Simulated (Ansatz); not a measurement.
CuI: pressure series

Consider CuI in the zinc blende structure (space group F-43m, No. 216; a = 5.9393 Å).

Cell and atoms are relaxed at each pressure.

The values are results of Kohn–Sham DFT with the PBEsol functional, run in Ansatz (a program for electronic structure) with PAW and 420 eV plane waves, no SOC, not measurements.

Notes on the quantities. hole mass: degenerate bands, along [100].

| variant | hole mass | lattice parameter a |
|---|---|---|
| base | 0.20, 0.64, 0.64 mₑ (at Γ) | 5.939 Å |
| pressure 0.9 GPa | 0.20, 0.61, 0.61 mₑ (at Γ) | 5.905 Å |
| pressure 2.1 GPa | 0.20, 0.59, 0.59 mₑ (at Γ) | 5.864 Å |
| pressure 4.5 GPa | (withheld) | (withheld) |
| pressure 9 GPa | 0.20, 0.49, 0.49 mₑ (at Γ) | 5.687 Å |
| pressure 15 GPa | 0.21, 0.43, 0.43 mₑ (at Γ) | 5.580 Å |
| pressure 22.5 GPa | 0.21, 0.39, 0.39 mₑ (at Γ) | 5.477 Å |
| pressure 30 GPa | 0.21, 0.35, 0.35 mₑ (at Γ) | 5.395 Å |

Complete the table.


- pressure 4.5 GPa, hole mass: 0.20, 0.55, 0.55 mₑ (at Γ)
- pressure 4.5 GPa, lattice parameter a: 5.793 Å

With I present, leaving out spin-orbit coupling can change the band edges. The levels and masses belong to the bands next to the band gap. Load acts through the strain it causes; cell and atoms are relaxed under it. Effective masses come from finite differences of ±0.01 Å⁻¹. Stability against distortions was not tested. Tetrahedral semiconductors of this kind turn to denser phases somewhere between about 1 and 50 GPa; those were not computed, so compressed cells here can lie past the real transition. All final runs are without spin polarisation.
